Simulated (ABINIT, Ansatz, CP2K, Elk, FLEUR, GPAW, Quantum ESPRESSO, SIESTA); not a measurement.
# Code comparison for LiCuS₂ (Pnnm, 8 atoms in the cell)

Self-consistent single point, at a second geometry (lattice scaled by 0.98). First geometry:

```yaml
crystal:
  lattice:
    - [5.96554, 0.00000, 0.00000]
    - [0.00000, 6.65461, 0.00000]
    - [0.00000, 0.00000, 3.37499]
  atoms:
    - { symbol: Li, position: [0.00000, 0.50000, 0.50000] }
    - { symbol: Li, position: [0.50000, 0.00000, 0.00000] }
    - { symbol: Cu, position: [0.00000, 0.00000, 0.00000] }
    - { symbol: Cu, position: [0.50000, 0.50000, 0.50000] }
    - { symbol: S, position: [0.18406, 0.85406, 0.50000] }
    - { symbol: S, position: [0.81594, 0.14594, 0.50000] }
    - { symbol: S, position: [0.68406, 0.64594, 0.00000] }
    - { symbol: S, position: [0.31594, 0.35406, 0.00000] }
```

Shared settings, as Ansatz (a program for electronic structure) writes them: kpoints.mp_grid.grid = 3 3 5; scf.occupations.method = fixed. Potentials and cutoffs stand in the table.

```json
[
 {"code": "GPAW", "model": "PBEsol, GPAW PAW datasets PBEsol (made by gpaw-setup)", "ΔF from the first geometry (meV/atom)": "0.1", "pressure (GPa)": "2.33", "largest force (eV/Å)": "0.392", "gap on the mesh (eV)": "0.554", "cutoff": "800 eV"},
 {"code": "CP2K", "model": "PBEsol, GPW, DZVP-MOLOPT-SR-GTH basis, GTH-PBE potentials (GTH_POTENTIALS)", "ΔF from the first geometry (meV/atom)": "4.0", "pressure (GPa)": "3.28", "largest force (eV/Å)": "0.546", "gap on the mesh (eV)": "0.596", "cutoff": "grid 600 Ry"},
 {"code": "Elk", "model": "PBEsol, all-electron FP-LAPW, Elk's shipped species files, APW+lo basis with extra local orbitals", "ΔF from the first geometry (meV/atom)": "–", "pressure (GPa)": "–", "largest force (eV/Å)": "–", "gap on the mesh (eV)": "0.546", "cutoff": "rgkmax 7.5"},
 {"code": "Quantum ESPRESSO", "model": "PBEsol, GBRV 1.5 ultrasoft (PBESOL) pseudopotentials", "ΔF from the first geometry (meV/atom)": "-3.9", "pressure (GPa)": "1.57", "largest force (eV/Å)": "0.295", "gap on the mesh (eV)": "0.600", "cutoff": "50 Ry"},
 {"code": "FLEUR", "model": "PBEsol, all-electron FLAPW (FLEUR), scalar-relativistic valence", "ΔF from the first geometry (meV/atom)": "-3.2", "pressure (GPa)": "–", "largest force (eV/Å)": "0.312", "gap on the mesh (eV)": "0.578", "cutoff": "Kmax 4.3 1/bohr"},
 {"code": "Ansatz", "model": "PBEsol, PAW files made with PBE", "ΔF from the first geometry (meV/atom)": "-4.2", "pressure (GPa)": "1.75", "largest force (eV/Å)": "0.283", "gap on the mesh (eV)": "0.570", "cutoff": "30.9 Ry"},
 {"code": "ABINIT", "model": "PBEsol, PAW (JTH v2.0 PBE PAW, files made for PBE)", "ΔF from the first geometry (meV/atom)": "-3.3", "pressure (GPa)": "1.82", "largest force (eV/Å)": "0.298", "gap on the mesh (eV)": "0.568", "cutoff": "30 Ha"},
 {"code": "SIESTA", "model": "GGA PBEsol, numerical atomic orbitals DZP, PseudoDojo PBEsol standard norm-conserving potentials (rewritten from UPF to PSML)", "ΔF from the first geometry (meV/atom)": "-1.2", "pressure (GPa)": "2.45", "largest force (eV/Å)": "0.670", "gap on the mesh (eV)": "0.521", "cutoff": "grid 300 Ry"}
]
```

A dash marks a value that a program does not give, or that is left out as unsure.

Gaps are read on the mesh.

The spread over the programs that give each value: ΔF from the first geometry within 8.2 meV/atom; pressure within 1.71 GPa; largest force within 0.387 eV/Å; gap on the mesh within 0.079 eV.

CP2K and SIESTA use small atom-centred bases, whose incompleteness enters pressures, forces and empty levels differently from a plane-wave cutoff. Elk and FLEUR treat all electrons, but the usual bases taken here (sphere radii, linearisation, local orbitals, empty states) were not tested for convergence, so the values are no reference for the others. Ansatz's pressure is given at a fixed set of plane waves, as the other plane-wave codes print theirs; with its correction for the finite basis it is 1.79 GPa. In the pressure, CP2K (by 1.49) lies more than 1 GPa from the median of the plane-wave programs. In the force vectors, GPAW (by 0.096), CP2K (by 0.250) and SIESTA (by 0.374) lie more than 0.08 eV/Å from the median of the plane-wave programs.

The starting cell comes from a database of computed structures (which also holds hypothetical and non-ambient phases and stackings), without a prior relaxation at this level. For this run, on top of that: lattice scaled by 0.98.

Keys are those of Ansatz 0.2.
